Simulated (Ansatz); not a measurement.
System: interstitial Li in diamond (charge state +1). The step: Li moves alone to another site; the atom moves 1.55 Å along (-0.25, 0.25, -0.25) of the unit cell; the moving atom starts with neighbours 4 C at 1.63, 6 C at 1.84 Å and ends with 4 C at 1.63, 6 C at 1.84 Å. A PBE band in Ansatz (plane-wave PAW, a 2×2×2 k-point mesh shifted by half a step, 64 host sites, 49 SCF runs with any check of the saddle's order, static, no finite-size correction) gives a forward barrier of 1.85 eV. The check of the saddle point's order was inconclusive, and it lies on a symmetry element of the cell, where a band can be held. The host's phase is taken as given; its stability against other phases was not computed. The charge state is imposed; whether it is stable for some Fermi level was not computed. Sites that were not tried may lie lower.

Single points at the band's start and saddle point can refine it. Rough cost of one point, in units of the band's mean SCF on the same machine:

| Level | Cost of one point |
|---|---|
| PBE, a 3×3×3 k-point mesh shifted by half a step | about 3 |
| r2SCAN at 500 eV, a 2×2×2 k-point mesh shifted by half a step | about 2 |

Which of these move the barrier by more than 0.1 eV, and how far does each move it?

Not one does. PBE, a 3×3×3 k-point mesh shifted by half a step: 0.00 eV; r2SCAN at 500 eV, a 2×2×2 k-point mesh shifted by half a step: +0.06 eV. Each functional is compared with PBE at the same k-points.

Ansatz is a first-principles code.
